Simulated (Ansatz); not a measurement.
Functionals compared on NH2 on the 1x1 (110) surface of 3C silicon carbide (cut with top plane C + Si), one in a 2x2 cell, started at the site 'over C at depth 1.5 Å', in Ansatz (plane waves, PAW). The structure was relaxed with PBE; the other rows are single points on it, each with its references at the same level. Cutoff 420 eV (500 eV for r2SCAN).

Host crystal: 3C silicon carbide, with a band gap (PBE, scalar-relativistic without spin-orbit coupling).

Slab: 51 atoms, 7.7 Å thick at the start under the adsorbate (thin: gaps and levels are the slab's own); k 3x3x1, smearing 0.01 eV, dipole-corrected; 24 atoms held, the rest relaxed; held to the start's symmetry, so lower structures may exist; spin-polarised, ending with about 1.0 μB a cell; orders that need a larger cell were not tried, no spin-orbit, no U, no dispersion correction. At the end it is bonded to Si. In PBE it is, or lies within 0.03 eV of, the lowest of the starts that converged. These notes are the PBE run's. RPBE: The program's check for a lower electronic state was not made. r2SCAN: The program's check for a lower electronic state was not made. Adsorption energies are against NH3(g) − ½ H2(g). A negative adsorption energy means that the adsorbate is more stable on the surface than in its reference.

```csv
functional,adsorption energy (eV),magnetic moment of the cell (μB),rough cost of the single point
PBE,-0.54,1.00,–
RPBE,-0.39,1.00,about 10 core-minutes (a rough figure)
r2SCAN,-0.80,1.00,roughly 16 core-minutes
```

Ansatz is a program for electronic structure.
